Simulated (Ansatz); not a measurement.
System: Ge (P4₃2₁2, No. 96, 12 atoms in the cell; start mp-137; another form than the element's usual one). Method: G0W0@PBEsol (hard PAW, contour deformation; Ansatz, a program for electronic structure).

The cell is the one relaxed with PBEsol. Conventional cell: a = 5.9140 Å, b = 5.9140 Å, c = 7.0362 Å, α = 90.00°, β = 90.00°, γ = 90.00°.

The quasiparticle gap at Γ at a fixed k mesh 2×2×2:

```
response cutoff           value (eV)
------------------------  ----------
140 eV, 1701 empty bands       2.007
175 eV, 2377 empty bands       2.017
210 eV, 3124 empty bands       2.021
280 eV, 4810 empty bands       2.026
```

**Question.** Taking the value to converge with the response cutoff E as E^(−3/2), extrapolate from the last two rows.

**Answer.** With y = y∞ + c/w and weights w = 3043 and 4685 for the last two rows, y∞ = (w2 y2 − w1 y1)/(w2 − w1) = (4685 × 2.026 − 3043 × 2.021)/1642 = 2.035 eV, which lies 0.009 beyond the last row. Successive pairs of rows give 2.042, 2.034, 2.035. The limit also hangs on the law assumed, so its last digits aren't firm.

The other settings are not extrapolated, so this is the limit in one setting alone.

At the last cutoff the smallest gap on this mesh is 1.13 eV, with an edge away from Γ.

Spin–orbit coupling is not included.

Note: filled d or f shells below the valence bands can shift G0W0 gaps through exchange with them, which wasn't tested here.

A start named mp-… is a Materials Project structure, which need not be a measured phase.
